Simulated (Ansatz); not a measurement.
Input and output of a self-consistent single point for K (Im-3m, 1 atom in the cell) (Ansatz, a first-principles code).

Method: PBE-D3BJ-ATM (plane waves, PAW; Ansatz).

```yaml
crystal:
  lattice:
    - [-2.68084, 2.68084, 2.68084]
    - [2.68084, -2.68084, 2.68084]
    - [2.68084, 2.68084, -2.68084]
  atoms:
    - { symbol: K, position: [0.00000, 0.00000, 0.00000] }
```

Reference input (self-consistent single point, DFT, PBE, plane waves, default PAW files): basis.ecutwfc = 420 eV; kpoints.mp_grid.grid = 12 12 12; hamiltonian.xc = pbe; hamiltonian.pseudopotentials = {kind: paw} (the program's default PAW files); scf.occupations.method = fermi_dirac; scf.occupations.width = 0.1 eV. This run's input differs from it in these lines:

```diff
@@ -15,2 +15,3 @@
   xc: pbe
+  dispersion: d3bjatm
   pseudopotentials:
```

Output (repeated stretches shortened):

```
SCF iter   1: F=—  HF=-1537.901403 eV  |F-HF|=—  |Δ(HF+E_count)|=         —  Δρ=3.37e-4  dr2=4.63e-5  ethr=1.77e-3  ⟨swp⟩=5.2  Hψ=4711  notcnv=0
all-band conjugate gradients solve this SCF's bands
preconditioner: auto → Kerker (q_TF=auto, 1.907 Å⁻¹)
SCF iter   2: F=—  HF=-1537.901240 eV  |F-HF|=—  |Δ(HF+E_count)|=   1.63e-4  Δρ=2.55e-4  dr2=5.08e-5  ethr=5.14e-7  ⟨swp⟩=2.2  Hψ=1584  notcnv=0
SCF iter   3: F=—  HF=-1537.901325 eV  |F-HF|=—  |Δ(HF+E_count)|=   8.52e-5  Δρ=9.52e-5  dr2=8.57e-6  ethr=5.14e-7  ⟨swp⟩=2.1  Hψ=926  notcnv=0
SCF iter   4: F=—  HF=-1537.901348 eV  |F-HF|=—  |Δ(HF+E_count)|=   2.25e-5  Δρ=4.21e-5  dr2=1.05e-6  ethr=9.52e-8  ⟨swp⟩=2.0  Hψ=932  notcnv=0
SCF iter   5: F=—  HF=-1537.901348 eV  |F-HF|=—  |Δ(HF+E_count)|=   4.26e-7  Δρ=1.60e-5  dr2=1.61e-7  ethr=1.17e-8  ⟨swp⟩=1.6  Hψ=688  notcnv=0
SCF iter   6: F=-1537.901348 eV  HF=-1537.901348 eV  |F-HF|=3.50e-11  |Δ(HF+E_count)|=   2.46e-8  Δρ=1.84e-6  dr2=2.77e-9  ethr=1.11e-9  ⟨swp⟩=4.3  Hψ=2701  notcnv=0
SCF 1 converged in 6 iterations: F = -1537.901348 eV  dr2 = 2.77e-9
Free energy (F): -1537.901348 eV
Internal energy: -1537.874705 eV  (E = F + TS)
E sigma→0 (E₀):  -1537.888027 eV
Entropy (-TS):   -0.026643 eV (-26.643 meV/atom)
Fermi energy:    1.572872 eV
--- Forces (eV/Å), atoms counted from 1 ---
  atom   1  K     -0.00000000     0.00000000     0.00000000
--- Stress (GPa, compression-positive) ---
       -0.361023      -0.000000      -0.000000
       -0.000000      -0.361023      -0.000000
       -0.000000      -0.000000      -0.361023
  P = ⅓ Tr σ = -0.3610 GPa (-3.610 kbar)
  The stress holds the Pulay correction. Without it, at fixed plane waves, as pw.x and ABINIT print it: P = -0.3613 GPa
```

The run converged in 6 iterations. Against the reference run the pressure goes from -0.13 to -0.36 GPa.

The starting cell comes from a database of computed structures (which also holds hypothetical and non-ambient phases and stackings), without a prior relaxation at this level. Its lattice was rescaled by a random factor within 2.5 % of one. Ansatz's pressure includes its estimate of the finite-basis (Pulay) stress.

Keys are those of Ansatz 0.2.
